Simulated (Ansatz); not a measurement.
Base system: TiB2 (space group P6/mmm, No. 191).

```
TiB2
1.0
    3.03199     0.00000     0.00000
   -1.51599     2.62578     0.00000
    0.00000     0.00000     3.22435
Ti B
1 2
Direct
  0.00000   0.00000   0.00000
  0.33333   0.66667   0.50000
  0.66667   0.33333   0.50000
```

Calculations: plane-wave PAW DFT at the PBE level (Ansatz, a first-principles code, 420 eV), without spin-orbit coupling.

Before the change:

- Volume per atom = 8.56 Å³

Modification: cell and atoms relaxed at a pressure of 3 GPa.

**Question.** Predict the new volume per atom.

**Answer.** The volume per atom drops by 0.10 Å³ to 8.46 Å³.

Load acts through the strain it causes; cell and atoms are relaxed under it. Stability against distortions was not tested. All final runs are without spin polarisation.
